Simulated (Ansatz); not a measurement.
Functionals compared on the (32-50) surface of hcp Mg in its 1x1 cell, outermost plane spacing 0.21 Å in the ideal cut, in Ansatz (plane waves, PAW). The structure was relaxed with PBE; the other rows are single points on it. Cutoff 420 eV (500 eV for r2SCAN).

Set-up: 34 atoms, 10.4 Å thick at the start (thin: gaps and levels are the slab's own); mesh 7x3x1; 0.1 eV smearing; dipole correction on; all atoms relaxed; start symmetry kept, larger cells not searched; no spin, no spin-orbit, no U. These notes are the PBE run's.

```csv
functional,work function of the top face (eV),rough cost of the single point
PBE,3.46,–
LDA,3.60,about 8 core-minutes (a rough figure)
PBEsol,3.50,roughly 7 core-minutes
RPBE,3.39,very roughly 8 core-minutes
r2SCAN,3.50,around 16 core-minutes (rough)
```

Ansatz is a quantum-chemistry and plane-wave program.
